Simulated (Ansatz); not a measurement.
Results of r²SCAN (plane waves, PAW; Ansatz, a program for electronic structure) for ZnS (model structure, started from the BN type, Pm-3n, No. 223, 12 atoms in the cell).

Run with plane-wave cutoff 560 eV, 6×6×6 k mesh, Fermi–Dirac smearing 0.01 eV, scalar-relativistic PAW data made under PBE.

Cell (relaxed with PBEsol):

```
ZnS
1.0
    6.60132     0.00000     0.00000
    0.00000     6.60132     0.00000
    0.00000     0.00000     6.60132
Zn S
6 6
Cartesian
  1.65033   0.00000   3.30066
  3.30066   1.65033   0.00000
  3.30066   4.95099   0.00000
  4.95099   0.00000   3.30066
  0.00000   3.30066   4.95099
  0.00000   3.30066   1.65033
  1.65033   3.30066   0.00000
  0.00000   1.65033   3.30066
  0.00000   4.95099   3.30066
  4.95099   3.30066   0.00000
  3.30066   0.00000   4.95099
  3.30066   0.00000   1.65033
```

Problem. What does this level give for the band gap?

Solution. 
- band gap = 2.62 eV (direct)

Note: the relaxation could raise the start's symmetry but not lower it, so the cell can be a saddle point; cell and atoms aren't relaxed at this level (pressure 1.1 GPa).

Static lattice: no zero-point or thermal effects.

A model structure was made by putting elements into a prototype or built by hand; it is no filed structure, need not be a known phase, and can be a saddle point held by its symmetry.
